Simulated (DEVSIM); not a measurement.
Structure: Pt/SiO2/p-Ge capacitor, at 400 K.

```
layer (left to right)  material  thickness (nm)  Na (cm⁻³)
---------------------  --------  --------------  ---------
1                          SiO2            1.80          -
2                            Ge            3000       4e16
```

Metal gate on the left, work function 5.6 eV. Fixed charge at the semiconductor interface 0 cm⁻² (in units of +e); no interface traps.

Constants are typed, rounded textbook-type inputs, not results; the design itself was drawn at random and stands for no fabricated device. Values at 300 K; Nc and Nv go as T^1.5, mobilities as T to minus their exponent, the gap by Varshni's rule with the affinity fixed.

```tsv
parameter	SiO2	Ge
gap (eV)	9	0.664
affinity (eV)	0.9	4
permittivity	3.9	16
Nc (cm⁻³)	-	1.04e19
Nv (cm⁻³)	-	6e18
Varshni α (eV/K)	-	0.000477
Varshni β (K)	-	235
```

Model (solved in DEVSIM): 1D Poisson equation in equilibrium, Boltzmann statistics, complete ionisation; no quantum confinement or tunnelling. Metal contacts follow the ideal Schottky-Mott rule: no Fermi-level pinning, no interface dipoles.

The temperature was swept, all else fixed.

| temperature (K) | flat-band voltage (V) | minimum of the low-frequency capacitance (μF/cm²) | threshold voltage (band bending 2φF) (V) |
|---|---|---|---|
| 250 | 1.02 | 0.108 | 1.53 |
| 300 | 1.07 | 0.124 | 1.50 |
| 350 | 1.11 | 0.149 | 1.46 |
| 400 | 1.16 | ? | ? |
| 450 | 1.21 | 0.264 | 1.39 |
| 500 | 1.26 | 0.383 | 1.35 |

Fill in the missing entries.


- 400, minimum of the low-frequency capacitance (μF/cm²): 0.189
- 400, threshold voltage (band bending 2φF) (V): 1.43
